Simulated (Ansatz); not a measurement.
Band structure of YHg2 (P6/mmm, 3 atoms in the cell).

```
CELL_PARAMETERS angstrom
      4.80153     0.00000     0.00000
     -2.40077     4.15825     0.00000
      0.00000     0.00000     3.43464
ATOMIC_POSITIONS crystal
  Y  0.00000 0.00000 0.00000
  Hg 0.33333 0.66667 0.50000
  Hg 0.66667 0.33333 0.50000
```

Method of the run: PBEsol, default PAW files made with PBE (plane waves; Ansatz, an electronic-structure program).

Settings: basis.ecutwfc = 420 eV; kpoints.mp_grid.grid = 9 9 11; hamiltonian.xc = pbesol; hamiltonian.pseudopotentials = {kind: paw} (the program's default PAW files); scf.occupations.method = fermi_dirac; scf.occupations.width = 0.136 eV; kpoints.band_path.npoints = 8.

The starting cell comes from a database of computed structures (which also holds hypothetical and non-ambient phases and stackings), without a prior relaxation at this level. Its lattice was rescaled by a random factor within 2.5 % of one. Spin-orbit coupling is off.

Levels in eV from the Fermi level, bands 23 to 30:
| point | 23 | 24 | 25 | 26 | 27 | 28 | 29 | 30 |
|---|---|---|---|---|---|---|---|---|
| Γ | -6.79 | -0.98 | -0.98 | -0.17 | 0.45 | 3.49 | 3.49 | 4.64 |
| M | -5.91 | -5.43 | -0.67 | -0.44 | 1.59 | 2.06 | 2.47 | 3.59 |
| K | -5.34 | -5.34 | -3.44 | 0.61 | 2.05 | 2.05 | 3.01 | 3.01 |
| A | -5.06 | -3.61 | 1.05 | 1.05 | 2.43 | 2.43 | 2.98 | 3.25 |
| L | -4.53 | -3.04 | -1.46 | -0.85 | -0.83 | 2.84 | 3.02 | 3.94 |
| H | -4.22 | -4.22 | -0.82 | -0.82 | -0.51 | 2.97 | 3.54 | 3.54 |

Bands cross the Fermi level along this path, so the cell is metallic at this level.

Keys are those of Ansatz 0.2.
